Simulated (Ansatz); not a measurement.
The starting structures come from a database of crystals and need not be the phases stable at ambient conditions.

Given:

```yaml
crystal:
  lattice:
    - [4.76286, 0.00000, 0.00000]
    - [0.00000, 10.58364, 0.00000]
    - [0.00000, 5.29182, 3.05523]
  atoms:
    - { symbol: Rb, position: [0.30356, 0.66667, 0.00000] }
    - { symbol: Rb, position: [0.69644, 0.33333, 0.00000] }
    - { symbol: Zr, position: [0.00000, 0.00000, 0.00000] }
    - { symbol: F, position: [0.23146, 0.15968, 0.00000] }
    - { symbol: F, position: [0.76854, 0.84032, 0.00000] }
    - { symbol: F, position: [0.23146, 0.15968, 0.52096] }
    - { symbol: F, position: [0.76854, 0.84032, 0.47904] }
    - { symbol: F, position: [0.23146, 0.68064, 0.47904] }
    - { symbol: F, position: [0.76854, 0.31936, 0.52096] }
```

Space group of this cell: P-3m1. The cell is taken as given.

Transport runs along the normal of the first two printed cell vectors, the (110) plane of the conventional cell.

No gap correction and no spin-orbit coupling; mid-gap values are interpolated between computed energies.

### Question
Give the band gap and the smallest decay constant κ at mid-gap that r2SCAN run with Ansatz (an electronic-structure program) yields.

### Answer
Gap 7.59 eV on a 6×10×10 mesh; κ = 0.572 1/Å, at the zone centre.
